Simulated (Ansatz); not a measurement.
## Element substitutions in C

The parent structure is C in the diamond structure (space group Fd-3m, No. 227).

```
CELL_PARAMETERS angstrom
      0.00000     1.78014     1.78014
      1.78014     0.00000     1.78014
      1.78014     1.78014     0.00000
ATOMIC_POSITIONS crystal
  C  0.50000 0.50000 0.50000
  C  0.75000 0.75000 0.75000
```

Each row replaces one element on all its sites; cell and atoms are relaxed.

The values are results of r2SCAN (Ansatz, a quantum-chemistry and plane-wave program), no SOC, not measurements.

```csv
variant,volume per atom,band gap
base,5.64 Å³,4.36 eV
C → Ge,___,___
C → H,3.35 Å³,zero
C → Sn,35.39 Å³,zero
```

Q: Complete the table.

A: 
- C → Ge, volume per atom: 22.84 Å³
- C → Ge, band gap: 0.36 eV

Whether these cells are dynamically stable was not tested. As relaxed here, H is a hypothetical phase, not in the database extracts checked.
